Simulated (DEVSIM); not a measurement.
Device: illuminated Si n-on-p cell, one wavelength, with a back-surface field, at 300 K.

```
layer (left to right)  material  thickness (μm)  Nd (cm⁻³)  Na (cm⁻³)  τn (s)  τp (s)  absorption coefficient (cm⁻¹)
---------------------  --------  --------------  ---------  ---------  ------  ------  -----------------------------
1                            Si           0.110     4.9e18          -  4.9e-8  3.3e-8                           4800
2                            Si            22.0          -     9.7e15  6.3e-7  6.3e-7                           4800
3                            Si           0.810          -     5.9e18  6.3e-7  6.3e-7                           4800
```

Left contact: ohmic, minority hole recombination velocity 80 cm/s. Right contact: ohmic, minority electron recombination velocity 70 cm/s. Voltage is applied to the left contact. Recombination: SRH at mid-gap, radiative, Auger. Light enters at the left, 2.6e18 photons cm⁻² s⁻¹, one pass, no reflection. Mobility is constant in doping.

Constants are typed, rounded textbook-type inputs, not results; the design itself was drawn at random and stands for no fabricated device. Values at 300 K.

```
parameter           Si
-------------  -------
gap (eV)         1.124
affinity (eV)     4.05
permittivity      11.7
Nc (cm⁻³)      2.86e19
Nv (cm⁻³)       3.1e19
μn (cm²/Vs)       1417
μp (cm²/Vs)        470
B (cm³/s)      4.7e-15
Cn (cm⁶/s)     2.8e-31
Cp (cm⁶/s)     9.9e-32
```

DEVSIM, 1D drift-diffusion, Boltzmann statistics, complete ionisation; no tunnelling, impact ionisation, image-force lowering or self-heating.

Tabulate band edges, carrier densities and field at -0.9 V on the left contact, in the dark.

Energies count from the Fermi level of the right contact; mesh points crowd at the junctions.

```
x (μm)   Ec (eV)  Ev (eV)  n (cm⁻³)  p (cm⁻³)  field (V/cm)
-------  -------  -------  --------  --------  ------------
0.000      0.946   -0.178    4.9e18    2.6e16          -570
0.02978    0.945   -0.179    4.9e18    2.6e16           ≈ 0
0.07313    0.945   -0.179    4.9e18    2.6e16           ≈ 0
0.1047     0.947   -0.177    4.7e18    2.8e16          8300
0.1525     1.014   -0.111    3.5e17    3.6e17            13
0.2559     1.014   -0.111    3.5e17    3.6e17           ≈ 0
0.5023     1.014   -0.111    3.5e17    3.6e17           ≈ 0
1.558      1.013   -0.111    3.5e17    3.6e17           ≈ 0
3.692      1.013   -0.111    3.5e17    3.6e17           ≈ 0
9.287      1.013   -0.111    3.5e17    3.6e17           ≈ 0
16.84      1.012   -0.113    3.6e17    3.7e17           ≈ 0
20.57      1.011   -0.113    3.7e17    3.8e17           ≈ 0
21.52      1.011   -0.113    3.7e17    3.8e17           ≈ 0
21.89      1.011   -0.113    3.7e17    3.8e17           ≈ 0
22.06      1.010   -0.113    3.7e17    3.8e17           ≈ 0
22.11      1.033   -0.091    1.6e17    9.0e17         49000
22.14      1.081   -0.043    2.4e16    5.9e18           ≈ 0
22.21      1.081   -0.043    2.4e16    5.9e18           ≈ 0
22.49      1.081   -0.043    2.4e16    5.9e18           ≈ 0
22.75      1.081   -0.043    2.4e16    5.9e18           ≈ 0
22.87      1.081   -0.043    2.4e16    5.9e18           ≈ 0
22.92      1.081   -0.043    2.4e16    5.9e18          -540
```
